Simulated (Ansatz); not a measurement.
Amorphous Hf$_{18}$O$_{37}$Sr, 56 atoms at 8.85 g/cm³, one PBE-relaxed geometry, zone centre. Methods: PBE, scalar-relativistic without spin-orbit coupling (Ansatz, an electronic-structure program); r2SCAN, scalar-relativistic without spin-orbit coupling (Ansatz); HSE06, scalar-relativistic without spin-orbit coupling (Ansatz). Plane waves to 420 eV (r2SCAN 500 eV); exact exchange is cut at the cell's faces. At PBE the levels at the filled edge of the gap are localised (band-tail or defect states), and the nearest spread-out levels lie 4.1 eV apart at the zone centre. All rungs ran without spin polarisation.

It comes from a melt-quench run on a machine-learned potential (CHGNet), relaxed afterwards by DFT. O atoms were pushed apart under 1.9 Å during the dynamics, to hinder bonds among them. The hot cell started wider than the set density and was brought back towards it in steps. It is the lowest in DFT energy of 2 quenches. It is a model cell: composition and starting density were chosen by hand, and all elements were melted together. No dispersion term was used. Its density started from a set value of 8.83 and ended at 8.85 g/cm³. The simulated quench (nominally 300 K/ps over its main leg) is rapid and tends to freeze in more defects than a deposited or slowly cooled glass has. Values belong to this one cell and scatter from quench to quench. Volume and shape were free in the relaxation.

The relaxation ran on the zone centre alone. At PBE the level gap is 3.82 eV on a 2×2×2 Γ-centred mesh, and the spacing at the zone centre alone 3.82 eV.

Task: What zone-centre spacing does r2SCAN give, roughly?

Result: 4.28 eV (+0.47 eV against PBE).

Task: What zone-centre spacing does HSE06 give, roughly?

Result: 5.39 eV (+1.57 eV against PBE).

The highest filled and the lowest empty state spread over these numbers of atoms (participation numbers): PBE: 8.3 and 17.2; r2SCAN: 8.1 and 16.4; HSE06: 8.4 and 18.2.
